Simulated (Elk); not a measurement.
Input and output of a self-consistent single point for Bi (R-3m, 2 atoms in the cell) (Elk).

Computed with PBE, spin-orbit coupling in second variation, all-electron FP-LAPW, Elk's shipped species files, default APW+lo basis (Elk).

```
Bi
1.0
    4.22706    -2.30844     0.00000
    4.22706     2.30844     0.00000
    2.96639     0.00000     3.79440
Bi
2
Direct
  0.23400   0.23400   0.23400
  0.76600   0.76600   0.76600
```

Reference input (self-consistent single point, DFT, PBE, all-electron FP-LAPW, Elk's shipped species files, default APW+lo basis): xctype = 20; stype = 0; swidth = 0.00999582 Ha; ngridk = 9 9 9; maxscl = 100. This run's input differs from it in these lines:

```diff
@@ -5,2 +5,11 @@
   20
+
+spinorb
+  .true.
+
+lmaxi
+  3
+
+nempty
+  10
```

Output (repeated stretches shortened):

```
│ Self-consistent loop started │
│ Loop number : 1 │
 total energy                :     -43176.9589873
 total moment                :   0.4783056378E-19 -0.2020898310E-18 -0.4730579960E-18
│ Loop number : 2 │
 total energy                :     -43176.9137604
 total moment                :   0.1546070149E-18 -0.7335490876E-20 -0.1964207473E-18
RMS change in Kohn-Sham potential (target) :   0.1143761237     (  0.1000000000E-05)
Absolute change in total energy (target)   :   0.4522689680E-01 (  0.1000000000E-03)
│ Loop number : 3 │
 total energy                :     -43174.5479913
   [... lines left out ...]
 total energy                :     -43163.4249995
 total moment                :  -0.1165670267E-18 -0.6582687428E-16 -0.3708519623E-19
RMS change in Kohn-Sham potential (target) :   0.2427286491E-07 (  0.1000000000E-05)
Absolute change in total energy (target)   :   0.1377981098E-03 (  0.1000000000E-03)
│ Loop number : 15 │
 total energy                :     -43163.4250010
 total moment                :  -0.1967740659E-18 -0.6603186242E-16 -0.2867979328E-19
RMS change in Kohn-Sham potential (target) :   0.1149256272E-07 (  0.1000000000E-05)
Absolute change in total energy (target)   :   0.3295625356E-04 (  0.1000000000E-03)
Convergence targets achieved

│ Loop number : 16 │

Energies :
 Fermi                       :     0.181785223440
 xc effective B-field        :    -0.380831048566E-07
 external B-field            :      0.00000000000
 total energy                :     -43163.4250026
 (external B-field energy excluded from total)

Density of states at Fermi energy :    7.343145711
 (states/Hartree/unit cell)

Estimated indirect band gap :   0.8009452615E-02
 from k-point     84 to k-point      4
Estimated direct band gap   :   0.1253265025E-01
 at k-point     84

Charges :
 core                        :    136.0000000
 valence                     :    30.00000000
 interstitial                :    3.636792039
 muffin-tins (core leakage)
  species :    1 (Bi)
   atom    1                 :    81.18160398     (  0.6800621973E-03)
   [... lines left out ...]
 muffin-tins
  species :    1 (Bi)
   atom    1                 :  -0.3476465356E-19  0.1845077199E-18  0.1019714641E-18
   atom    2                 :  -0.3476465356E-19  0.1845077199E-18  0.1019714641E-18
 total in muffin-tins        :  -0.6952930711E-19  0.3690154399E-18  0.2039429282E-18
 total moment                :  -0.6921758998E-19 -0.6524497587E-16  0.2042823663E-18

│ Self-consistent loop stopped │
```

The run converged in 16 iterations. The count includes the last loop, which Elk runs after its targets are met. 

The starting cell has typed, rounded lattice constants, without a prior relaxation at this level. Its lattice was rescaled by a random factor within 2.5 % of one. Values depend on the basis (sphere radii, cutoffs, local orbitals), which need not be converged. The log's line on a gap gives a spacing of levels on this mesh, which the program prints for metals too.

These are the values that this program gave, and no reference: the basis lacks p1/2 orbitals, which heavy p elements need under spin-orbit coupling.

Cost on one core of a shared machine: roughly 60 s.
